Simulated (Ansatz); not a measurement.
A computed series for Ga2O3: pressure series

Base system: Ga₂O₃ in the corundum structure (space group R-3c, No. 167; a = 5.0577 Å, c = 13.6230 Å (hexagonal axes)).

Cell and atoms are relaxed at each pressure.

All numbers come from PBE (Ansatz, a quantum-chemistry and plane-wave program), without spin-orbit coupling.

Candidates:
(a) pressure −1 GPa
(b) pressure 30 GPa
(c) pressure 22.5 GPa
(d) pressure 2.1 GPa

Base values:

| Property | Value |
|---|---|
| Band gap | 2.40 eV |

**Question.** Order them by band gap, lowest first.

**Answer.** (a) pressure −1 GPa (2.35 eV), (d) pressure 2.1 GPa (2.51 eV), (c) pressure 22.5 GPa (3.37 eV), (b) pressure 30 GPa (3.63 eV)

Load acts through the strain it causes; cell and atoms are relaxed under it. Whether these cells are dynamically stable was not tested. Competing high-pressure phases were not computed.
